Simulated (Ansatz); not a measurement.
## BN: band gap against strain

BN (zinc blende, F-43m, 5.879 Å³/atom at rest) under an equal strain ε in the (001) plane with the normal axis free, as in a coherent film. r2SCAN in Ansatz, a plane-wave DFT program (PAW, default set), 500 eV, 16×16×16 Γ-centred mesh, Fermi-Dirac smearing 0.05 eV; ions are relaxed within the symmetry of each cell. Gaps are the smallest over the k-mesh and a band path, without spin-orbit coupling; in all rows the valence edge lies at Γ and the conduction edge at about 1.8 Å⁻¹ from Γ.

Here s stands for strain and Eg for gap.

| strain (%) | gap (eV) |
|---|---|
| 0.00 | 5.00 |
| 0.50 | 4.86 |
| 1.00 | 4.73 |
| 1.50 | 4.59 |
| 3.00 | ? |

### Question
Fit Eg against s with a straight line, and predict the withheld value at s = 3.00.

### Answer
Means: s 0.75000, Eg 4.795. About the means, the sum of products is -0.34000 and the sum of squares of s is 1.2500; the slope is their ratio. Least squares gives Eg = 4.999 - 0.2720·s. Residuals (row less fit): 0.001, -0.003, 0.003, -0.001; standard error 0.003 (degrees of freedom: 2). Over these rows the gap moves by -27 ± 0.3 eV per unit strain. At the withheld row, Eg = 4.999 - 0.2720 × 3.0 = 4.183 eV. The calculation gives 4.22 eV, 0.037 eV above the prediction (4.7 % of the range of Eg in the table). The row lies outside the fitted rows, so this is an extrapolation. The fitted rows scatter only by rounding.

One order more, fitted to all 7 runs of the series, follows each within 0.01, so the miss is the next term of a smooth law. Rows are the converged runs of the series near zero and its far end; series whose fitted rows scatter by over a few per cent of the range, as at a crossing or softening among them, aren't shown in this form. Most that stay on the fit to the last digits aren't either.
